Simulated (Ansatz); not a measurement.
Consider LaP in the CsCl type structure (space group Pm-3m, No. 221; a = 3.6493 Å; a hypothetical phase, not in the database extracts checked; relaxed with 0.1 eV smearing). Axes: x, y, z lie along the cube axes.

All numbers come from Kohn–Sham DFT with the r2SCAN functional, run in Ansatz (a first-principles code) with PAW and 500 eV plane waves, spin-orbit coupling left out.

Now apply this change: uniaxial strain ε_zz = +1.02 %, all other strain components held at zero; the atoms relax in the strained cell.

### Question
Predict the stress tensor and what it implies for the stiffness.

### Answer
Stress of the strained cell less that of the base (GPa, compression positive):
```
   -0.4     0.0     0.0
    0.0    -0.4     0.0
    0.0     0.0    -1.6
```

Then −Δσ_ii/ε with ε = 0.0102 gives relaxed-ion elastic constants: C33 ≈ 159 GPa, C13 ≈ 35 GPa and C23 ≈ 35 GPa.

Whether these cells are dynamically stable was not tested. The final runs are not spin-polarised.
